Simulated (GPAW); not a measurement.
GPAW run on YSb (Fm-3m, 2 atoms in the cell): self-consistent single point.

Method of the run: LDA (Perdew-Wang 92), GPAW PAW datasets LDA (gpaw-data 1.0.1) (plane waves; GPAW 25.7.0).

The change in words: lattice scaled by 0.98. Reference geometry:
```
YSb
1.0
    0.00000     3.10579     3.10579
    3.10579     0.00000     3.10579
    3.10579     3.10579     0.00000
Y Sb
1 1
Direct
  0.50000   0.50000   0.50000
  0.00000   0.00000   0.00000
```

Reference input (self-consistent single point, DFT LDA (Perdew-Wang 92), plane waves, GPAW PAW datasets LDA (gpaw-data 1.0.1)): mode = pw; ecut = 600 eV; xc = LDA; kpts = 12 12 12; mesh shift (steps) = 0 0 0; occupations.name = fermi-dirac; occupations.width = 0.1 eV; nbands = -10; symmetry.symmorphic = false; symmetry.tolerance = 0.0005; maxiter = 100. This run's input differs from it in these lines:

```diff
@@ -5,5 +5,5 @@
 atoms = Atoms(['Y', 'Sb'],
-              cell=[[0.000000, 3.105790, 3.105790],
-                    [3.105790, 0.000000, 3.105790],
-                    [3.105790, 3.105790, 0.000000]],
+              cell=[[0.000000, 3.043674, 3.043674],
+                    [3.043674, 0.000000, 3.043674],
+                    [3.043674, 3.043674, 0.000000]],
               scaled_positions=[[0.500000, 0.500000, 0.500000],
```

Output, abridged:

```
     iter     time        total  log10-change:
                         energy   eigst   dens
iter:   1 --:--:--   -12.999108
iter:   2 --:--:--   -12.993017   -0.68  -1.38
iter:   3 --:--:--   -12.882888   -1.53  -1.41
iter:   4 --:--:--   -12.873772   -2.94  -1.88
iter:   5 --:--:--   -12.863055   -2.42  -1.88
iter:   6 --:--:--   -12.859144   -4.19  -2.66
iter:   7 --:--:--   -12.857307c  -4.31  -2.97
iter:   8 --:--:--   -12.856846c  -4.55  -3.31
iter:   9 --:--:--   -12.856867c  -6.11  -3.53
iter:  10 --:--:--   -12.856863c  -6.90  -3.54
iter:  11 --:--:--   -12.856798c  -5.39  -3.49
iter:  12 --:--:--   -12.856782c  -6.17  -3.64
iter:  13 --:--:--   -12.856780c  -7.25  -4.10c
iter:  14 --:--:--   -12.856781c  -6.66  -4.28c
iter:  15 --:--:--   -12.856782c  -7.54c -4.35c
Converged after 15 iterations.

Dipole moment: (0.000000, -0.000000, 0.000000) |e|*Ang

Energy contributions relative to reference atoms: (reference = -268120.322729)

Kinetic:         +1.465379
Potential:       -1.761914
External:        +0.000000
XC:             -12.618482
Entropy (-ST):   -0.010114
Local:           +0.063293
SIC:             +0.000000
--------------------------
Free energy:    -12.861839
Extrapolated:   -12.856782

Showing only first 2 kpts
 Kpt  Band  Eigenvalues  Occupancy
  0    11      7.82126    0.00059
  0    12      7.82126    0.00059
  0    13      8.07548    0.00005
  0    14      8.07548    0.00005

  1    11      7.25807    0.15230
  1    12      7.25807    0.15230
  1    13      7.91629    0.00023
  1    14      8.79034    0.00000

Fermi level: 7.00848

No gap
No difference between direct/indirect transitions
Energy (eV): -12.856782

Forces in eV/Ang:
  0 Y     0.00000   -0.00000    0.00000
  1 Sb   -0.00000   -0.00000    0.00000

Stress tensor:
     0.007554     0.000000     0.000000
     0.000000     0.007554     0.000000
     0.000000     0.000000     0.007554
Stress (GPa, Voigt): [1.2102 1.2102 1.2102 0.     0.     0.    ]
```

The run converged in 15 iterations. GPAW prints stress with tension positive. Against the reference run the free energy falls by 32.8 meV/atom and the pressure goes from -4.67 to -1.21 GPa.

The starting cell comes from a database of computed structures (which also holds hypothetical and non-ambient phases and stackings), without a prior relaxation at this level. For this run, on top of that: lattice scaled by 0.98.

Cost on one core of a shared machine: roughly 80 s.
